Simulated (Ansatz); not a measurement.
The parent structure is Rb in the bcc (W type) structure (space group Im-3m, No. 229; a = 5.671 Å).

Level of theory: PBE (Ansatz, a quantum-chemistry and plane-wave program; PAW; 420 eV plane waves; no spin-orbit coupling), earlier PAW set.

Base values:

```
Quantity               Value
-------------------  -------
Lattice parameter a  5.671 Å
```

It is then changed as follows: cell and atoms relaxed at a pressure of 22.5 GPa.

Task: Predict the new lattice parameter a.

Result: The lattice parameter a falls by 1.918 Å, from 5.671 Å to 3.753 Å.

Load acts through the strain it causes; cell and atoms are relaxed under it. Stability against distortions was not tested. The final runs are not spin-polarised. Measured, Rb leaves this structure (for fcc) near 7 GPa (temperature not stated; as listed in Olga Degtyareva, NATO science for peace and security series. B, Physics and biophysics (2010)).
